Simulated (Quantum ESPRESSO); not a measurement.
Refining one setting for KCaHfBiO6 (F-43m, 10 atoms in the cell)

```cif
data_BiCaHfKO6
_chemical_formula_sum 'K1 Ca1 Hf1 Bi1 O6'
_space_group_name_H-M_alt 'P 1'
_space_group_IT_number 1
_cell_length_a 5.88775
_cell_length_b 5.88775
_cell_length_c 5.88775
_cell_angle_alpha 60.000
_cell_angle_beta 60.000
_cell_angle_gamma 60.000
loop_
_space_group_symop_operation_xyz
  'x, y, z'
loop_
_atom_site_label
_atom_site_type_symbol
_atom_site_fract_x
_atom_site_fract_y
_atom_site_fract_z
_atom_site_occupancy
K1 K 0.25000 0.25000 0.25000 1
Ca1 Ca 0.75000 0.75000 0.75000 1
Hf1 Hf 0.50000 0.50000 0.50000 1
Bi1 Bi 0.00000 0.00000 0.00000 1
O1 O 0.74738 0.25262 0.25262 1
O2 O 0.74738 0.25262 0.74738 1
O3 O 0.25262 0.74738 0.74738 1
O4 O 0.25262 0.74738 0.25262 1
O5 O 0.74738 0.74738 0.25262 1
O6 O 0.25262 0.25262 0.74738 1
```

Method: PBEsol, PseudoDojo standard norm-conserving (PBESOL) pseudopotentials (plane waves; Quantum ESPRESSO 7.5).

The starting cell comes from a database of computed structures (which also holds hypothetical and non-ambient phases and stackings), without a prior relaxation at this level. Spin-orbit coupling is off. In the base run, with a pressure of about -6 GPa the cell is away from its equilibrium volume at this level.

Held fixed: ecutwfc = 85 Ry; occupations = fixed; potentials = {K: K.upf, Ca: Ca.upf, Hf: Hf.upf, Bi: Bi.upf, O: O.upf}; K_POINTS = automatic 5 5 5 0 0 0; nbnd = 49; conv_thr = 1e-09 Ry; mixing_beta = 0.7.

ΔF is the free energy per atom less that of the last row (510 Ry).

```json
[
 {"ecutrho": "170 Ry", "ΔF (meV/atom)": "-37.2", "pressure (GPa)": "-2.65", "largest force (eV/Å)": "0.132", "gap on the mesh (eV)": "1.264"},
 {"ecutrho": "255 Ry", "ΔF (meV/atom)": "-0.22", "pressure (GPa)": "-5.79", "largest force (eV/Å)": "0.147", "gap on the mesh (eV)": "1.261"},
 {"ecutrho": "340 Ry", "ΔF (meV/atom)": "0.00", "pressure (GPa)": "-5.82", "largest force (eV/Å)": "0.147", "gap on the mesh (eV)": "1.261"},
 {"ecutrho": "425 Ry", "ΔF (meV/atom)": "0.00", "pressure (GPa)": "-5.82", "largest force (eV/Å)": "0.147", "gap on the mesh (eV)": "1.261"},
 {"ecutrho": "510 Ry", "ΔF (meV/atom)": "0.00", "pressure (GPa)": "-5.82", "largest force (eV/Å)": "0.147", "gap on the mesh (eV)": "1.261"}
]
```

Largest force within 0.005 eV/Å of the last row: from ecutrho = 255 Ry on; the one before it is off by 0.015 eV/Å. The value it settles on is 0.147 eV/Å at this level of theory and with the other settings as held.

Gap on the mesh within 0.01 eV of the last row: from ecutrho = 170 Ry on, the coarsest one. The value it settles on is 1.261 eV at this level of theory and with the other settings as held.

The gap is read on the k-point mesh of the run and can differ from the gap over the whole zone at this level.
